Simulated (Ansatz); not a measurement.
System: WP (Pnma, No. 62, 8 atoms in the cell; start mp-2420). Method: r²SCAN (Ansatz, a first-principles code, PAW).

Numerical settings: plane-wave cutoff 560 eV, 10×18×10 k mesh (along the axes of the cell as run), Fermi–Dirac smearing 0.05 eV, no spin polarisation, scalar-relativistic PAW data made under PBE.

Cell (relaxed at this level):

```
CELL_PARAMETERS angstrom
      5.73759     0.00000     0.00000
      0.00000     3.26535     0.00000
      0.00000     0.00000     6.20753
ATOMIC_POSITIONS crystal
  P  0.31486 0.75000 0.56738
  P  0.68514 0.25000 0.43262
  P  0.18514 0.25000 0.06738
  P  0.81486 0.75000 0.93262
  W  0.98628 0.75000 0.31253
  W  0.01372 0.25000 0.68747
  W  0.51372 0.25000 0.81253
  W  0.48628 0.75000 0.18747
```

Problem. Give the computed bulk modulus B0.

Solution. 
* **bulk modulus B0**: 222 GPa

Note: the run has no spin polarisation, so it can have missed a magnetic state; the bulk modulus is −V dP/dV from two relaxed cells at ±2 % in volume; the relaxation could not lower the start's symmetry, so the cell can be a saddle point above a distorted one.

Spin–orbit coupling is not included; it can open a gap where bands touch, and shift volumes and moduli.

The computed numbers hold no vibrational or temperature effects.

The result took around 12 core-minutes (rough).

A start named mp-… is a Materials Project structure, which need not be a measured phase.
